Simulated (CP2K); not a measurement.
CP2K run on GaSb3 (P1, 4 atoms in the cell): self-consistent single point.

Computed with PBEsol, GPW, DZVP-MOLOPT-SR-GTH basis, GTH-PBE potentials (GTH_POTENTIALS) in CP2K.

The change in words: atoms moved at random. Reference geometry:
```
CELL_PARAMETERS angstrom
      5.27586     0.00000     0.00000
      2.63793     4.56903     0.00000
      2.63793     1.52301     4.30772
ATOMIC_POSITIONS crystal
  Ga 0.00000 0.00000 0.00000
  Sb 0.25000 0.25000 0.25000
  Sb 0.75000 0.75000 0.75000
  Sb 0.50000 0.50000 0.50000
```

Reference input (self-consistent single point, DFT PBEsol, GPW, DZVP-MOLOPT-SR-GTH basis, GTH-PBE potentials (GTH_POTENTIALS)): CUTOFF = 600 Ry; REL_CUTOFF = 40 Ry; SMEAR/METHOD = GAUSSIAN; SIGMA = 0.136 eV; KPOINTS/SCHEME = MONKHORST-PACK 9 9 9; XC_FUNCTIONAL = PBE:PBESOL; Ga/BASIS_SET = DZVP-MOLOPT-SR-GTH-q13; Ga/POTENTIAL = GTH-PBE-q13; Sb/BASIS_SET = DZVP-MOLOPT-SR-GTH-q5; Sb/POTENTIAL = GTH-PBE-q5; METHOD = GPW; EPS_DEFAULT = 1e-10. This run's input differs from it in these lines:

```diff
@@ -71,6 +71,6 @@
     &COORD
-      Ga       0.00000000     0.00000000     0.00000000
-      Sb       2.63792900     1.52300900     1.07693000
-      Sb       7.91378700     4.56902700     3.23079000
-      Sb       5.27585800     3.04601800     2.15386000
+      Ga      -0.00177005    -0.00377249    -0.00641850
+      Sb       2.57494317     1.49394847     1.03491250
+      Sb       7.98597657     4.57572519     3.26361483
+      Sb       5.26842168     3.07214827     2.16947118
     &END COORD
```

The program printed (abridged):

```
 SCF WAVEFUNCTION OPTIMIZATION

  Step     Update method      Time    Convergence         Total energy    Change
     1 NoMix/Diag. 0.20E+00      -     0.29428145       -91.2219706596 -9.12E+01
     2 Broy./Diag. 0.20E+00      -     0.00576847       -91.3369658311 -1.15E-01
     3 Broy./Diag. 0.20E+00      -     0.02742257       -91.0646198658  2.72E-01
     4 Broy./Diag. 0.20E+00      -     0.00323730       -90.9684670601  9.62E-02
     5 Broy./Diag. 0.20E+00      -     0.00120309       -90.9710964337 -2.63E-03
     6 Broy./Diag. 0.20E+00      -     0.00100604       -90.9652610839  5.84E-03
   [... 3 lines left out ...]
    10 Broy./Diag. 0.20E+00      -     0.00003257       -90.9605707655 -2.89E-05
    11 Broy./Diag. 0.20E+00      -     0.00000190       -90.9605782838 -7.52E-06
    12 Broy./Diag. 0.20E+00      -     0.00000228       -90.9605810498 -2.77E-06
    13 Broy./Diag. 0.20E+00      -     0.00000009       -90.9605816492 -5.99E-07
  *** SCF run converged in    13 steps ***

  Overlap energy of the core charge distribution:               0.00000000001167
  Self energy of the core charge distribution:               -133.15342540803672
  Core Hamiltonian energy:                                     36.50971798842523
  Hartree energy:                                              19.82540135823197
  Exchange-correlation energy:                                -14.14133924331480
  Smearing free energy correction:                             -0.00093634458139
  Fermi energy:                                                 0.21419842145469

  Total energy:                                               -90.96058164924531
  Total energy (extrapolated to sigma->0):                    -90.96011347695462

                     Mulliken Population Analysis

   [... lines left out ...]

 STRESS| Analytical stress tensor [bar]
 STRESS|                        x                   y                   z
 STRESS|      x       -7.25976356131E+03  -6.63587647409E+03  -4.96477243968E+03
 STRESS|      y       -6.63587647409E+03  -3.62650127868E+03  -1.38702136427E+03
 STRESS|      z       -4.96477243968E+03  -1.38702136427E+03   2.37402729788E+03
 STRESS| 1/3 Trace                                            -2.83741251404E+03
```

The run converged in 13 iterations. Against the reference run the free energy goes up by 5.4 meV/atom, the pressure goes from -0.44 to -0.28 GPa and the largest force goes from 0.000 to 0.231 eV/Å.

The starting cell comes from a database of computed structures (which also holds hypothetical and non-ambient phases and stackings), without a prior relaxation at this level. For this run, on top of that: atoms moved at random. Values carry the incompleteness of an atom-centred basis. The potentials were made for another functional than the one used. The run gives no clean gap (levels at the Fermi energy touch, overlap or are partly filled at this smearing), which alone does not show that the compound is a metal.

Cost on one core of a shared machine: roughly 40 s.
